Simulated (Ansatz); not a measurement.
The reference is HgS in the zinc blende structure (space group F-43m, No. 216; a = 5.8760 Å).

Modification: a fraction x = 0.25 of the S sites is given to Se, ordered in a cell of 8 atoms (starting symmetry Cm) and fully relaxed.

The other end (x = 1) is HgSe in the zinc blende structure (space group F-43m, No. 216): 28.84 Å³/atom, gap zero.

Levels (all Ansatz, a first-principles code, PAW, earlier PAW set): PBEsol (420 eV, no spin-orbit coupling); PBEsol+SOC (420 eV, with spin-orbit coupling).

The geometry is relaxed with PBEsol.

| Item | Result |
|---|---|
| PBEsol pressure | 0.0 GPa |

Question: How does going to PBEsol+SOC change the pressure?

Answer: The pressure goes from zero to -0.7 GPa.

Single points use the geometry relaxed with PBEsol. Differences between runs with and without spin-orbit coupling are approximate. Each cell is one ordered arrangement of few atoms, which overstates ordering effects compared with a random alloy. Spin-orbit coupling, missing from the scalar runs, can matter with Hg. Stability against distortions was not tested. The runs without spin-orbit coupling are not spin-polarised. Gaps under 0.05 eV, about the width of the smearing, are given as zero. The zero or small gap of Hg4SeS3, HgS and HgSe can change with the level of theory.
